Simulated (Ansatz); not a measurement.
Candidates (primitive cells; geometry: cell and atoms relaxed with PBEsol):
A. GaAs (F-43m), a = b = c = 4.001 Å, α = β = γ = 60.00°
B. BP (F-43m), a = b = c = 3.1962 Å, α = β = γ = 60.00°
C. ZnSe (F-43m), a = b = c = 3.983 Å, α = β = γ = 60.00°
D. ZnS (F-43m), a = b = c = 3.788 Å, α = β = γ = 60.00°

Task: Rank these by electron conductivity mass (highest first), as r2SCAN with spin-orbit coupling, rigid bands (Ansatz, a first-principles code) gives it.

Result: B (0.32 mₑ), D (0.21 mₑ), C (0.135 mₑ), A (0.059 mₑ)

Masses are for dilute carriers at 300 K, harmonic means over directions unless an axis is named.
